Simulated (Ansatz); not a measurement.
# Effect of 7 layers on Cs

Take Cs in the fcc (Cu type) structure (space group Fm-3m, No. 225; a = 7.5772 Å) as the base. Axes: x, y, z lie along the cube axes.

It is then changed as follows: a free-standing slab of 7 layers (7 atoms, 1 a layer) is cut normal to [111], with 15 Å of vacuum and the in-plane cell held at bulk; forces were under the threshold from the start, so the atoms kept their bulk positions.

The values are results of PBEsol (Ansatz, a quantum-chemistry and plane-wave program), no SOC, not measurements. k-mesh 10×10×1 (Γ-centred); smearing 0.05 eV (Fermi–Dirac), for the changed cell.

The layer's space group (with vacuum) is P-3m1 (No. 164) and the band gap remains zero. The excess energy per area of both faces (slab less bulk energy over the cell's area: twice a surface energy) is 0.15 J/m² (uncertain by up to 0.05 J/m²).

Final structure:

```
CELL_PARAMETERS angstrom
      5.35787     0.00000     0.00000
      2.67893     4.64005     0.00000
      0.00000     0.00000    41.24809
ATOMIC_POSITIONS crystal
  Cs 0.33333 0.83333 0.18183
  Cs 0.00000 0.50000 0.28788
  Cs 0.66667 0.16667 0.39394
  Cs 0.33333 0.83333 0.50000
  Cs 0.00000 0.50000 0.60606
  Cs 0.66667 0.16667 0.71212
  Cs 0.33333 0.83333 0.81817
```

Cost of the whole job for the changed cell (relaxation, final SCF and bands): around 110 core-seconds (rough).

Slab and bulk use different k-meshes, which limits the precision of the excess energy. Stability against distortions was not tested. All final runs are without spin polarisation. This is not the structure that Cs has at room temperature and ambient pressure.
